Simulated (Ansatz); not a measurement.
An Ansatz (an electronic-structure program) input for CuGa(Se,Te)2 alloy cell CuGaSeTe (chalcopyrite start):

Ansatz 0.2 input:
```yaml
crystal:
  lattice:
    - [5.875855467, 0.000000017, -0.000000021]
    - [0.000000017, 5.87585549, 0.000000021]
    - [-0.000000042, 0.000000041, 11.703832896]
  atoms:
    - { symbol: Cu, position: [-0.000000041, 0.000000005, 0.023689741] }
    - { symbol: Cu, position: [0.499999985, 0.500000001, 0.476310264] }
    - { symbol: Cu, position: [0.000000026, 0.500000033, 0.249999993] }
    - { symbol: Cu, position: [0.500000018, 0.000000023, 0.749999982] }
    - { symbol: Ga, position: [-0.000000026, 0.000000022, 0.473238117] }
    - { symbol: Ga, position: [0.500000033, 0.499999929, 0.026761864] }
    - { symbol: Ga, position: [0.499999954, -0.000000026, 0.25000001] }
    - { symbol: Ga, position: [0.00000005, 0.500000021, 0.749999977] }
    - { symbol: Te, position: [0.263606967, 0.24889874, 0.611044918] }
    - { symbol: Se, position: [0.759972594, 0.751613161, 0.139485276] }
    - { symbol: Te, position: [0.748898748, 0.236393039, 0.888955113] }
    - { symbol: Se, position: [0.251613201, 0.740027368, 0.360514731] }
    - { symbol: Se, position: [0.240027398, 0.248386826, 0.139485257] }
    - { symbol: Te, position: [0.736393003, 0.751101259, 0.611044922] }
    - { symbol: Se, position: [0.748386867, 0.259972622, 0.360514757] }
    - { symbol: Te, position: [0.251101223, 0.76360697, 0.88895508] }
basis:
  ecutwfc: 420
  ecutrho_ratio: 4
  xc_grid: 2
kpoints:
  mp_grid: { grid: [4, 4, 2] }
hamiltonian:
  xc: pbe
  dispersion: none
  pseudopotentials: { kind: paw }
scf:
  n_extra_bands: 19
  occupations: { method: fermi_dirac, width: 0.01 }
output:
  forces: true
  stress: true
  eigenstates:
    kpoints:
      - [0.0, 0.0, 0.0]
      - [0.0, -0.5, -0.5]
      - [-0.5, 0.0, -0.5]
      - [-0.5, -0.5, 0.0]
    e_range: [-4.0, 6.0]
    localisation: true
relax:
  f_tol: 0.03
  max_steps: 90
  cell: { stress_tol: 0.15 }
```

These are PBE (plane waves to 420 eV, PAW; Ansatz) values and carry that method's errors. No spin–orbit coupling. Its k-point mesh 4×4×2, Fermi–Dirac width 0.01 eV.

Q: What does the end of the output print (band table and long remarks left out, numbers rounded to eight decimals)?

A: 
```
SCF converged after 7 iterations
Free energy (F): -91434.689318 eV
Harris-Foulkes:  -91434.689318 eV  (|F-HF|=4.19e-9)
Internal energy: -91434.689130 eV  (E = F + TS)
E sigma→0 (E₀):  -91434.689224 eV
Entropy (-TS):   -0.000188 eV (-0.012 meV/atom)
Fermi energy:    8.205218 eV
--- Per-component energies (eV) ---
  E_band       = -4923.863347
  E_kinetic    = 2854.082062
  E_local      = -47320.239450  (includes V_loc(G=0)·N_el)
  E_nonlocal   = -327.378527
  E_hartree    = 22761.200138
  E_xc         = -1539.464729
  E_vxc        = -1491.427439  (∫ρ·V_xc dr)
  E_paw        = -40937.186634  (= ΣΔE_a)
  E_vpaw       = -4161.303865  (= ΣTr[D̂ρ^β])
  E_aug_tail   = -0.002360  (compensation charges beyond the density's cutoff)
  E_ewald      = -26925.699630
  E_smearing   = -0.000188  (= −TS)
  E_closure    = 0.000000  (closes the sum)
  Σ components = -91434.689318   (vs F -91434.689318, Δ=0.00e0)
--- Forces (eV/Å), atoms counted from 1 ---
  atom   1  Cu    0.00000000    0.00000000     0.00512049
  atom   2  Cu     0.00000000     0.00000000    -0.00512049
  atom   3  Cu     0.00000000    0.00000000    0.00000000
  atom   4  Cu     0.00000000    0.00000000    0.00000000
  atom   5  Ga    0.00000000    0.00000000     0.00105768
  atom   6  Ga     0.00000000     0.00000000    -0.00105768
  atom   7  Ga     0.00000000    0.00000000    0.00000000
  atom   8  Ga     0.00000000    0.00000000    0.00000000
  atom   9  Te    -0.00097452    -0.00066643    -0.00089202
  atom  10  Se     0.00260335     0.00189753     0.00032778
  atom  11  Te    -0.00066643     0.00097452     0.00089202
  atom  12  Se     0.00189753    -0.00260335    -0.00032778
  atom  13  Se    -0.00260335    -0.00189753     0.00032778
  atom  14  Te     0.00097452     0.00066643    -0.00089202
  atom  15  Se    -0.00189753     0.00260335    -0.00032778
  atom  16  Te     0.00066643    -0.00097452     0.00089202
  max |Σ_I F_I| component: 1.23e-16 eV/Å
--- Stress (GPa, compression-positive) ---
       -0.003082      0.000000      0.000000
        0.000000      -0.003082      0.000000
       0.000000      0.000000       0.004118
  P = ⅓ Tr σ = -0.0007 GPa (-0.007 kbar)
--- Relaxed structure (4 steps of the walk, 4 accepted, 1 SCFs on fresh bases) ---
  F+E_penalty+E_count = -91434.68931766 eV   max|allowed force component| = 5.120e-3 eV/Å   (the final SCF, on the basis selected at the relaxed cell)
  cell:  # Å, volume = 405.9934 Å³
    - [5.89843317, 0.0, 0.0]
    - [0.0, 5.89843317, 0.0]
    - [0.0, 0.0, 11.66932259]
  atoms:
    - { symbol: Cu, position: [0.0, 0.0, 0.02327925] }
    - { symbol: Cu, position: [0.50000000, 0.50000000, 0.47672075] }
    - { symbol: Cu, position: [0.0, 0.50000000, 0.25000000] }
    - { symbol: Cu, position: [0.50000000, 0.0, 0.75000000] }
    - { symbol: Ga, position: [0.0, 0.0, 0.48467326] }
    - { symbol: Ga, position: [0.5, 0.50000000, 0.01532674] }
    - { symbol: Ga, position: [0.5, 0.0, 0.25000000] }
    - { symbol: Ga, position: [0.0, 0.50000000, 0.75000000] }
    - { symbol: Te, position: [0.26651449, 0.25276598, 0.61550354] }
    - { symbol: Se, position: [0.75180058, 0.74813136, 0.13491737] }
    - { symbol: Te, position: [0.75276598, 0.23348551, 0.88449646] }
    - { symbol: Se, position: [0.24813136, 0.74819942, 0.36508263] }
    - { symbol: Se, position: [0.24819942, 0.25186864, 0.13491737] }
    - { symbol: Te, position: [0.73348551, 0.74723402, 0.61550354] }
    - { symbol: Se, position: [0.75186864, 0.25180058, 0.36508263] }
    - { symbol: Te, position: [0.24723402, 0.76651449, 0.88449646] }
```

Cost: about 3 core-minutes (a rough figure).
